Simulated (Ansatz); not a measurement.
Take NiO in the CsCl type structure (space group Pm-3m, No. 221; ferromagnetic; a hypothetical phase, not in the database extracts checked; relaxed with 0.1 eV smearing) as the base.

```yaml
crystal:
  lattice:
    - [2.61067, 0.00000, 0.00000]
    - [0.00000, 2.61067, 0.00000]
    - [0.00000, 0.00000, 2.61067]
  atoms:
    - { symbol: Ni, position: [0.00000, 0.00000, 0.00000] }
    - { symbol: O, position: [0.50000, 0.50000, 0.50000] }
```

Cartesian axes are those of the cell as printed.

The values are results of Ansatz (an electronic-structure program) PBE, scalar-relativistic without spin-orbit coupling, not measurements.

Strains are applied to the cell and any free atomic positions relax; under biaxial strain the out-of-plane vector relaxes too.

One change was made to it. Results:

The energy increases by 13 meV/atom; the pressure (mean of the normal stresses, compression positive) goes from zero to -6.0 GPa; the shortest interatomic distance rises by 0.0541 bohr (4.272 bohr → 4.327 bohr).

Q: Name the change that was made.
(A) uniaxial strain ε_xx = +4.08 %
(B) isotropic strain −1.08 %
(C) isotropic strain −3.82 %
(D) biaxial strain +2.44 %, plane normal [001], relaxed out of plane

A: D, biaxial strain +2.44 %, plane normal [001], relaxed out of plane. For comparison, the energy relative to the base in the other runs: isotropic strain −1.08 % gives +5.3 meV/atom; isotropic strain −3.82 % gives +70 meV/atom; uniaxial strain ε_xx = +4.08 % gives +15 meV/atom.

Whether these cells are dynamically stable was not tested. Starting moments died away, wholly or in part, for the base; another magnetic solution may exist. No Hubbard U is applied and the magnetic state is the run's own (NiO ferromagnetic); small cells can't hold the antiferromagnetic order that many such compounds have, so gaps and moments can be off.
